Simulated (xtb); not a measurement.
xtb 6.7.1, GFN1-xTB: Pt(Me)(SH)(phen) ([CH3][Pt]1([SH])<-[n]2cccc3ccc4ccc[n]->1c4c32), 29 atoms. The geometry is a generated start, not checked to be a minimum at this level.

```yaml
method: GFN1-xTB
"--acc": 1 (default)
"--etemp (K)": 300 (default)
detailed input (--input): "none: ANC optimiser, Lindh (1995) Hessian, microcycle=20, maxdispl=1.0, hlow=0.01 (default)"
basis_functions: 104
valence_electrons: 90
```

```xyz
29

Pt    -1.4995     1.6027    -0.0866
C     -3.5391     1.5760    -0.0459
H     -3.9294     0.9898    -0.8835
H     -3.9875     2.5673    -0.1053
H     -3.8732     1.1182     0.8914
S     -1.6428     3.8313    -0.4619
H     -0.4283     3.9605    -1.0059
C      2.9623     2.0672     0.1023
C      3.3586     0.7484     0.0699
C      2.3800    -0.2533     0.0281
C      2.6899    -1.6416     0.0084
C      1.7076    -2.5732     0.0031
C      0.3325    -2.2014     0.0375
C     -0.7013    -3.1449     0.0905
C     -2.0030    -2.6907     0.1590
C     -2.2580    -1.3268     0.1675
N     -1.3034    -0.4006     0.0992
C     -0.0116    -0.8304     0.0369
C      1.0231     0.1486     0.0090
N      0.6582     1.4513    -0.0062
C      1.6030     2.3697     0.0589
H      3.6846     2.8659     0.1519
H      4.4035     0.4763     0.0828
H      3.7303    -1.9315     0.0020
H      1.9442    -3.6269    -0.0113
H     -0.4723    -4.1996     0.0872
H     -2.8291    -3.3820     0.2113
H     -3.2750    -0.9713     0.2322
H      1.2757     3.4011     0.0776
```

Charge 0 and multiplicity 1 are set for this test and not shown to be the ground state.

The structure is relaxed from this start with --opt LEVEL for the levels crude, sloppy, loose, lax, normal, tight, vtight, extreme, once each. Up to the end of the extreme run atoms move by at most 0.85 Å along an axis.

**Question.** Which level is enough to come within 5 meV of the tightest end point?

**Answer.** sloppy: 12 cycles against 27, ending 1.4 meV above.

```
level    cycles  energy above the extreme run (meV)  gradient norm (eV/Å)
-------  ------  ----------------------------------  --------------------
crude         7                                  19                  0.39
sloppy       12                                 1.4                 0.087
loose        13                                0.61                  0.15
lax          14                                0.43                 0.064
normal       16                               0.074                 0.026
tight        18                               0.018                 0.015
vtight       23                          under 0.01                0.0086
extreme      27                                   —                0.0020
```
